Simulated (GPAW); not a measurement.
Checking a run of GPAW on KAg3Se2 (C2/m, 12 atoms in the cell). The aim is a self-consistent single point with DFT LDA (Perdew-Wang 92), plane waves, GPAW PAW datasets LDA (gpaw-data 1.0.1).

Cell that was meant: a = 8.5894 Å, b = 8.5894 Å, c = 8.7590 Å, α = 114.65°, β = 114.65°, γ = 29.57°.

Part of the input:

```python
from gpaw import GPAW, PW, FermiDirac

atoms = Atoms(['Ag', 'Ag', 'K', 'K', 'Ag', 'Ag', 'Se', 'Se', 'Se', 'Se', 'Ag', 'Ag'],
              cell=[[4.394817, -1.159956, 0.000000],
                    [4.394817, 1.159956, 0.000000],
                    [-1.999096, 0.000000, 4.181797]],
              scaled_positions=[[0.688460, 0.688460, 0.440130],
                                [0.311540, 0.311540, 0.559870],
                                [0.135450, 0.135450, 0.047400],
                                [0.864550, 0.864550, 0.952600],
                                [0.594650, 0.594650, 0.648710],
                                [0.405350, 0.405350, 0.351290],
                                [0.515140, 0.515140, 0.212860],
                                [0.484860, 0.484860, 0.787140],
                                [0.203830, 0.203830, 0.706140],
                                [0.796170, 0.796170, 0.293860],
                                [0.056050, 0.056050, 0.398380],
                                [0.943950, 0.943950, 0.601620]],
              pbc=True)

calc = GPAW(mode=PW(600),
[...]
            occupations=FermiDirac(0.1),
            nbands=-18,
            symmetry={'symmorphic': False, 'tolerance': 0.0005},
            maxiter=60)

atoms.calc = calc
```

The program printed (abridged):

```
Input parameters:
  kpts: {gamma: True,
         size: (3, 3, 2)}
  maxiter: 60
  mode: {ecut: 600.0,
         name: pw}
  nbands: -18
   [... lines left out ...]
  11 Ag     7.094279   -0.000000    2.515853    ( 0.0000,  0.0000,  0.0000)

Unit cell:
           periodic     x           y           z      points  spacing
  1. axis:    yes    4.394817   -1.159956    0.000000    27     0.0825
  2. axis:    yes    4.394817    1.159956    0.000000    27     0.0825
  3. axis:    yes   -1.999096    0.000000    4.181797    27     0.1549

  Lengths:   4.545318   4.545318   4.635063
  Angles:  114.646447 114.646447  29.570635

Effective grid spacing dv^(1/3) = 0.1294
     iter     time        total  log10-change:
                         energy   eigst   dens
iter:   1 --:--:--  1015.534830
iter:   2 --:--:--  1043.345546   -0.57  -1.07
iter:   3 --:--:--  1138.240373   -0.22  -1.12
iter:   4 --:--:--  1134.233854   -1.99  -1.22
iter:   5 --:--:--  1146.767496   -1.76  -1.22
   [... 11 lines left out ...]
iter:  17 --:--:--  1178.845036   -1.84  -2.06
iter:  18 --:--:--  1178.819235   -3.06  -2.20
iter:  19 --:--:--  1178.955860   -2.99  -2.25
iter:  20 --:--:--  1178.965739   -3.51  -2.53
iter:  21 --:--:--  1178.981167c  -4.10  -2.51
   [... lines left out ...]
iter:  25 --:--:--  1178.977622c  -3.93  -2.81
iter:  26 --:--:--  1178.981102c  -4.51  -2.99
iter:  27 --:--:--  1178.989210c  -4.23  -3.09
iter:  28 --:--:--  1178.990736c  -4.65  -3.25
iter:  29 --:--:--  1178.990134c  -4.72  -3.33
iter:  30 --:--:--  1178.989493c  -5.33  -3.42
iter:  31 --:--:--  1178.990002c  -5.94  -3.55
iter:  32 --:--:--  1178.990686c  -5.12  -3.64
iter:  33 --:--:--  1178.990680c  -6.76  -3.98
iter:  34 --:--:--  1178.990677c  -7.17  -4.01c
iter:  35 --:--:--  1178.990654c  -6.87  -4.06c
iter:  36 --:--:--  1178.990643c  -7.44c -4.12c
Converged after 36 iterations.

Dipole moment: (-0.000000, 0.000000, 0.000000) |e|*Ang

Energy contributions relative to reference atoms: (reference = -1163537.228054)

Kinetic:       +9412.081438
Potential:     -7290.897009
External:        +0.000000
XC:            -880.511849
Entropy (-ST):   -0.073500
Local:          -61.645187
SIC:             +0.000000
--------------------------
Free energy:   +1178.953892
Extrapolated:  +1178.990643

Showing only first 2 kpts
 Kpt  Band  Eigenvalues  Occupancy
  0    70     63.85566    1.99993
  0    71     63.98662    1.99975
  0    72     64.10314    1.99919
  0    73     66.73670    0.00000

  1    70     63.45987    2.00000
  1    71     65.05167    0.31492
  1    72     66.76731    0.00000
  1    73     67.25543    0.00000

   [... lines left out ...]
Fermi level: 64.88394
No gap
   [... lines left out ...]
  8 Se   32.74036    0.00000  274.82281
  9 Se  -32.74036    0.00000 -274.82281
 10 Ag  -18.98963    0.00000  -94.89078
 11 Ag   18.98963    0.00000   94.89078

Stress tensor:
   -58.416613     0.000000    -0.128744
     0.000000   -58.857638    -0.000000
    -0.128744    -0.000000   -48.171736
Stress (GPa, Voigt): [-9359.3731 -9430.0331 -7717.963     -0.       -20.6271     0.    ]
```

**Question.** Can these results be used? Check the input.

**Answer.** The run is not sound. The fault is this: cell numbers converted the wrong way (times 0.529). Bohr and ångström differ by a factor of 1.89; the cell that the program reads is then far too large or far too small. To fix it, give the lengths in the unit that the key or card expects. The run converged in 36 iterations without an error; against the sound input the free energy rises by 102 eV/atom, the pressure goes from -3.81 to 8836 GPa and the largest force goes from 0.277 to 302.4 eV/Å.

On the sound input: the starting cell comes from a database of published, mostly measured structures (it also holds non-ambient and calculated ones), without a prior relaxation at this level. With a pressure of about -4 GPa the cell is away from its equilibrium volume at this level. The run gives no clean gap (levels at the Fermi energy touch, overlap or are partly filled at this smearing), which alone does not show that the compound is a metal. Without a gap this mesh is coarse (it stands for a supercell whose shortest vector is 13 Å).
